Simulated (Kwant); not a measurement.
Device: circular cavity between two wires in a Ge (holes) two-dimensional gas. Effective mass 0.06 mₑ, grid spacing 8.3 nm, hard walls, nominal width 100 nm (13 grid rows, so walls 116.2 nm apart), one parabolic valley, scattering region 820 nm long along x; energies count from the band bottom; Fermi energy swept from 0.00050137 to 0.0075206 eV. Cavity of radius 200 nm, straight part 0 nm, centre moved sideways by 0 nm.

The device is made up for the run: typed textbook-type constants, with dimensions and the other settings drawn at random.

Model: effective-mass tight-binding model on a square grid, one spin, coherent transport at 0 K (Kwant). Conductance is in e²/h.

### Question
How many channels do the leads carry at E = 2.27, 2.51, 6.87 meV?

### Answer
The hard-wall thresholds are n² ħ²π²/(2mW²) = n² × 0.464 meV with W = 116.2 nm. √(2.27/0.464) = 2.21, so 2. √(2.51/0.464) = 2.32, so 2. √(6.87/0.464) = 3.85, so 3.
